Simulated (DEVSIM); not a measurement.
Structure: abrupt Si p-n junction, at 250 K.

Layer 1 from the left is Si, thickness (μm) 56.0, Na (cm⁻³) 2.5e16, τn (s) 0.00051, τp (s) 0.00051. Layer 2 from the left is Si, thickness (μm) 0.640, Nd (cm⁻³) 1.6e16, τn (s) 0.00051, τp (s) 0.00051.

Left contact: ohmic. Right contact: ohmic. Voltage is applied to the left contact. Recombination: SRH at mid-gap, radiative. Mobility is μmin + (μ − μmin)/(1 + (N/Nref)^α).

This is a model device: material constants are rounded textbook-type values typed into the input, and sizes, dopings and lifetimes were drawn at random. Values at 300 K; Nc and Nv go as T^1.5, mobilities as T to minus their exponent, the gap by Varshni's rule with the affinity fixed.

Si: gap (eV) 1.124, affinity (eV) 4.05, permittivity 11.7, Nc (cm⁻³) 2.86e19, Nv (cm⁻³) 3.1e19, μn (cm²/Vs) 1417, μp (cm²/Vs) 470, μn,min 52, μp,min 45, Nref,n 9.7e16, Nref,p 2.2e17, αn 0.68, αp 0.72, T exponent of μn 2.3, T exponent of μp 2.2, B (cm³/s) 4.7e-15, Varshni α (eV/K) 0.000473, Varshni β (K) 636.

Simulated with DEVSIM: 1D drift-diffusion, Boltzmann statistics, complete ionisation; no tunnelling, impact ionisation, image-force lowering or self-heating.

Dark forward current:

| |V| (V) | |J| (A/cm²) |
|---|---|
| 0.05 | 2.251e-13 |
| 0.10 | 2.144e-12 |
| 0.15 | 2.039e-11 |
| 0.20 | 2.002e-10 |
| 0.25 | 1.992e-9 |
| 0.30 | 1.992e-8 |
| 0.35 | 1.994e-7 |
| 0.40 | 1.996e-6 |
| 0.45 | 1.996e-5 |
| 0.50 | 0.0001995 |
| 0.55 | 0.001991 |
| 0.60 | 0.01980 |
| 0.65 | 0.1931 |
| 0.70 | 1.637 |
| 0.75 | 8.132 |
| 0.80 | 21.22 |
| 0.85 | 38.96 |
| 0.90 | 60.21 |
| 0.95 | 84.55 |
| 1.00 | 111.8 |
| 1.05 | 142.1 |
| 1.10 | 175.2 |
| 1.15 | 211.5 |
| 1.20 | 250.8 |
| 1.25 | 293.2 |
| 1.30 | 338.9 |

Question: Work out the local ideality factor n = ΔV / (kT/q · ln(J2/J1)) between the rows 0.10 and 0.15 V, 0.30 and 0.35 V, 1.25 and 1.30 V.

Answer: kT/q = 21.54 mV. From 0.10 to 0.15 V: ln(2.039e-11/2.144e-12) = 2.252, n = 1.03, near the 1 of diffusion or emission over a barrier. From 0.30 to 0.35 V: ln(1.994e-7/1.992e-8) = 2.304, n = 1.01, near the 1 of diffusion or emission over a barrier. From 1.25 to 1.30 V: ln(338.9/293.2) = 0.145, n = 16.03.

Question: Estimate the current at 0.35 V from the Shockley equation with J0 = Σ q ni² D/(N L) coth(W/L), τ joining the SRH, radiative and Auger lifetimes that are on, and W taken as the whole layer.

Answer: ni² = 6.36e15 cm⁻⁶; electrons in the p layer: μ = 1560 cm²/Vs, D = 33.7 cm²/s, τ = 0.000481 s, L = 1270 μm, W/L = 0.044, term 2.45e-16 A/cm²; holes in the n layer: μ = 618 cm²/Vs, D = 13.3 cm²/s, τ = 0.000491 s, L = 809 μm, W/L = 0.00079, term 1.33e-14 A/cm². J0 = 1.35e-14 A/cm², and J = J0 exp(qV/kT) = 1.54e-7 A/cm². The simulation gives 1.99e-7 A/cm²; the estimate lies 23 % below. The estimate leaves out recombination in the depletion region and that region's share of W.
